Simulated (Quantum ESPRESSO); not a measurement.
Quantum ESPRESSO 7.5, DFT, PBE, plane waves, PseudoDojo 0.5 standard norm-conserving PBE (local tails restored to the Coulomb form): diamond-structure Si, 2 atoms. Basis and mesh were picked for this test and aren't claimed converged.

- cell: 3.84, 3.84, 3.84 Å; 60, 60, 60°
- task: phonons by DFPT
- k mesh: 10×10×10
- ecutwfc: 36 Ry
- ecutrho: 144 Ry
- occupations: fixed
- conv_thr: 1e-12 Ry
- tprnfor: true
- tstress: false
- q: [0, 0, 0] 2π/alat, Cartesian
- k-point pools (-nk): 4
- k-points computed: 47

It runs on a single node (AMD EPYC (Zen 5), 96 cores on 1 socket, no SMT, 12 L3 cache groups; 94 cores' worth of CPU time may be used).

Each time is the median wall time of two to five repeats, run one at a time on the otherwise empty machine; start-up is included. Processes are pinned to neighbouring cores unless said otherwise. Build: conda-forge: Open MPI 5.0, OpenMP, OpenBLAS 0.3.34 (pthreads), FFTW, ScaLAPACK, ELPA. Other compilers and libraries give other times. Scratch files lie in a memory file system. A preparatory run goes ahead and isn't timed.

All on 4 ranks. The settings tried, from loose to tight:
- tr2_ph = 1e-10
- tr2_ph = 1e-12
- tr2_ph = 1e-14
- tr2_ph = 1e-16
- tr2_ph = 1e-18

The tightest serves as the yardstick; it is not itself proven converged.

Task: Which is the loosest of these settings from which on the result stays within 1.0 cm⁻¹ in frequencies (largest shift), 10 cm⁻¹ in the acoustic modes at q = 0 (no sum rule applied; largest shift) of the tightest, and what does it save?

Result: tr2_ph = 1e-12: 3.9 s against 6.3 s.

```csv
setting,wall time,difference in frequencies (largest shift),difference in the acoustic modes at q = 0 (no sum rule applied; largest shift)
tr2_ph = 1e-10,3.1 s,7.1 cm⁻¹,96 cm⁻¹
tr2_ph = 1e-12,3.9 s,0.18 cm⁻¹,7.0 cm⁻¹
tr2_ph = 1e-14,4.7 s,0.012 cm⁻¹,3.4 cm⁻¹
tr2_ph = 1e-16,5.5 s,under 0.001 cm⁻¹,1.5 cm⁻¹
tr2_ph = 1e-18,6.3 s,—,—
```
